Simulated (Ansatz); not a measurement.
Results of LDA in Ansatz (plane waves, PAW) for 1T (CdI2-type) MgI₂.

Rigid layers of the crystal as relaxed at this level are moved apart or together:

| run | k mesh | layer repeat (Å) | energy against free layers (meV/Å²) | gap on the mesh (eV) |
|---|---|---|---|---|
| 1 | 12×12×6 | 6.56 | -7.12 | 3.208 |
| 2 | 12×12×6 | 6.71 | -7.35 | 3.344 |
| 3 | 12×12×6 | 6.86 | -7.06 | 3.430 |
| 4 | 12×12×6 | 7.06 | -6.24 | 3.441 |
| 5 | 12×12×6 | 7.36 | -4.71 | 3.459 |
| 6 | 12×12×4 | 7.86 | -2.52 | 3.481 |
| 7 | 12×12×4 | 8.86 | -0.52 | 3.508 |
| 8 | 12×12×4 | 10.86 | -0.01 | 3.522 |

The lowest energy of these points lies at a layer repeat of 6.71 Å.

Spin–orbit coupling is not included.

Note: the cell comes from a level without a dispersion term, which matters for the spacing of layers, chains or molecules.

Ansatz is a quantum-chemistry and plane-wave program.
